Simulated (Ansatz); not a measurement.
Consider the following.

```yaml
crystal:
  lattice:
    - [4.19795, 0.00000, 0.00000]
    - [-2.09898, 3.63553, 0.00000]
    - [0.00000, 0.00000, 4.86560]
  atoms:
    - { symbol: Sr, position: [0.33333, 0.66667, 0.99857] }
    - { symbol: Ga, position: [0.66667, 0.33333, 0.55594] }
    - { symbol: Ge, position: [0.00000, 0.00000, 0.43650] }
    - { symbol: H, position: [0.66667, 0.33333, 0.91460] }
```

The numbers are results of PBEsol, rigid bands (plane waves, PAW, scalar-relativistic; Ansatz, a quantum-chemistry and plane-wave program), not measurements. Cell: cell and atoms relaxed with PBEsol.

Question: Predict the electron conductivity mass (n e² τ/σ) at 300 K, by direction if it differs.

Answer: 0.183 (x), 0.183 (y), 1.12 (z) mₑ.

Question: And the band gap?

Answer: 0.40 eV at this level; semilocal functionals usually fall short of the measured gap.

Rigid bands, one relaxation time for all states, no polarons. Spin-orbit coupling is left out; where it splits the top of the valence band it changes the hole mass and lowers the gap by about a third of the splitting.

Formula and space group known from diffraction (Crystallography Open Database), not checked to be the room-temperature form: SrGaGeH (P3m1).
